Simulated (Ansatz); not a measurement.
Functionals compared on a constructed model of the (0001) surface of hcp Co, ferromagnetic, a pseudomorphic layer of Pd in the host's stacking (bottom of the slab: a bare face, its two planes held), in Ansatz (plane waves, PAW). The structure was relaxed with PBE; the other rows are single points on it. Cutoff 420 eV.

Model: 7-atom slab, 12.4 Å thick at the start with caps and adatoms (thin: gaps and levels are the slab's own), 17x17x1 mesh, Fermi-Dirac 0.1 eV, dipole correction, 2 atoms held, the rest relaxed; symmetry of the start imposed; spin-polarised, ending with about 10.2 μB a cell; orders that need a larger cell were not tried, no spin-orbit, no U. In PBE it is, or lies within 0.01 eV a 1x1 cell of, the lowest of the 2 structures of its composition computed so far; subsurface sites and larger cells were not tried. These notes are the PBE run's.

```tsv
functional	work function of the top face (eV)	magnetic moment of the cell (μB)	rough cost of the single point
PBE	4.99	10.19	–
RPBE	[?]	10.25	about 2.5 core-minutes (a rough figure)
```

What belongs in the gaps?


- RPBE, work function of the top face (eV): 4.80

Ansatz is a program for electronic structure.
